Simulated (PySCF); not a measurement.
PySCF 2.14.0, MP2 (frozen core)/def2-svp: [SiH3]C[C@@H]([SiH3])C([SiH3])[SiH3], 23 atoms. The geometry is a generated start, not checked to be a minimum at this level.

```yaml
task: mp2
basis: def2-svp
two_electron_scheme: exact four-centre integrals
frozen_core: true
mf.init_guess: minao (default)
mf.DIIS: CDIIS (default)
mf.diis_space: 8 (default)
mf.conv_tol: 1e-09 (default)
basis functions (reference run): 194
```

On 4 threads, 1 BLAS thread. Build: conda-forge: OpenMP (GNU), OpenBLAS with its own threads, libcint, Libxc. One run each, on a shared machine, so no times are given.

Values of mol.max_memory tried: 8000 MB, 4000 MB, 2000 MB, 1000 MB, 500 MB, 300 MB, 200 MB.

Problem. Which of these memory settings still run, and by which path?

Solution. It runs down to 200 MB, the lowest tried, with the same result. At 8000 MB: SCF integrals in memory, transformation in memory. From 2000 MB down: SCF integrals in memory, transformation through a file. From 1000 MB down: direct SCF, transformation through a file.

```
mol.max_memory                                                    path  peak memory
--------------  ------------------------------------------------------  -----------
8000 MB              SCF integrals in memory, transformation in memory      2.0 GiB
4000 MB              SCF integrals in memory, transformation in memory      2.0 GiB
2000 MB         SCF integrals in memory, transformation through a file      2.8 GiB
1000 MB                      direct SCF, transformation through a file      1.5 GiB
500 MB                       direct SCF, transformation through a file      1.5 GiB
300 MB                       direct SCF, transformation through a file      1.5 GiB
200 MB                       direct SCF, transformation through a file      1.5 GiB
```

Peak memory is the kernel's count for the largest process, libraries included and scratch files not. The peak passes the setting at 2000 MB, 1000 MB, 500 MB, 300 MB, 200 MB: it is no hard cap. MP2's transformation through a file may take 2000 MB even at lower settings.
